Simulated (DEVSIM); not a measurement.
System: CdS/CdTe n-p heterojunction, at 300 K.

| layer (left to right) | material | thickness (μm) | Nd (cm⁻³) | Na (cm⁻³) | τn (s) | τp (s) |
|---|---|---|---|---|---|---|
| 1 | CdS | 0.380 | 3.8e16 | - | 5.6e-9 | 5.6e-9 |
| 2 | CdTe | 0.970 | - | 6.7e15 | 5.6e-9 | 5.6e-9 |

Left contact: ohmic. Right contact: ohmic. Voltage is applied to the left contact. Recombination: SRH at mid-gap. Mobility is μmin + (μ − μmin)/(1 + (N/Nref)^α).

The device is made up for the run: typed textbook-type constants, with dimensions and the other settings drawn at random. Values at 300 K.

```csv
parameter,CdS,CdTe
gap (eV),2.4,1.5
affinity (eV),4.3,4.28
permittivity,9,10.2
Nc (cm⁻³),2.2e18,8e17
Nv (cm⁻³),1.8e19,1.8e19
μn (cm²/Vs),300,1000
μp (cm²/Vs),25,80
"μn,min",30,100
"μp,min",3,10
"Nref,n",1e17,1e17
"Nref,p",1e17,1e17
αn,0.6,0.6
αp,0.6,0.6
```

Model (solved in DEVSIM): 1D drift-diffusion, Boltzmann statistics, complete ionisation; no tunnelling, impact ionisation, image-force lowering or self-heating. Band offsets follow the typed affinities; no thermionic-emission limit at abrupt steps, no polarisation charge.

The thickness of layer 1 was swept, all else fixed.

```csv
thickness of layer 1 (μm),dark forward voltage at 100 A/cm² (V)
0.076,1.155
0.13,1.155
0.23,1.156
0.38,1.158
0.65,1.160
1.1,1.165
1.9,1.172
```

From the first row to the last the dark forward voltage at 100 A/cm² goes from 1.155 to 1.172.
